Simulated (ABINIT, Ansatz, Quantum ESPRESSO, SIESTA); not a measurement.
## ReTc (P-6m2, 2 atoms in the cell) computed with different codes at matched settings

Self-consistent single point.

```xyz
2
Lattice="2.7493 0.0000 0.0000 -1.3746 2.3810 0.0000 0.0000 0.0000 4.4403" Properties=species:S:1:pos:R:3 pbc="T T T"
Tc     1.3747     0.7937     0.0000
Re     0.0000     0.0000     2.2201
```

Shared settings, as Ansatz (an electronic-structure program) writes them: kpoints.mp_grid.grid = 11 11 6; scf.occupations.method = gaussian; scf.occupations.width = 0.2 eV. Potentials and cutoffs stand in the table.

```json
[
 {"code": "Quantum ESPRESSO", "model": "LDA (PZ), GBRV 1.5 ultrasoft (LDA) pseudopotentials", "pressure (GPa)": "-11.94", "cutoff": "40 Ry"},
 {"code": "SIESTA", "model": "LDA PW92, numerical atomic orbitals DZP, PseudoDojo LDA standard norm-conserving potentials (rewritten from UPF to PSML)", "pressure (GPa)": "-14.70", "cutoff": "grid 400 Ry"},
 {"code": "ABINIT", "model": "LDA (PW92), PAW (JTH v2.0 LDA PAW)", "pressure (GPa)": "-12.34", "cutoff": "544 eV"},
 {"code": "Ansatz", "model": "LDA (PW92), PAW files", "pressure (GPa)": "-11.60", "cutoff": "default"}
]
```

On Ansatz's run: spin-orbit coupling is off. Spin polarisation is off.

The spread over the programs that give each value: pressure within 3.10 GPa.

SIESTA uses small atom-centred bases, whose incompleteness enters pressures, forces and empty levels differently from a plane-wave cutoff. Ansatz's pressure is given at a fixed set of plane waves, as the other plane-wave codes print theirs; with its correction for the finite basis it is -11.55 GPa. The same LDA comes in different parametrisations, which differ slightly. In the pressure, SIESTA (by 2.76) lies more than 1 GPa from the median of the plane-wave programs.

The starting cell comes from a database of computed structures (which also holds hypothetical and non-ambient phases and stackings), without a prior relaxation at this level.

Left out of this page: Elk and FLEUR (not drawn, or without a comparable value).

Keys are those of Ansatz 0.2.
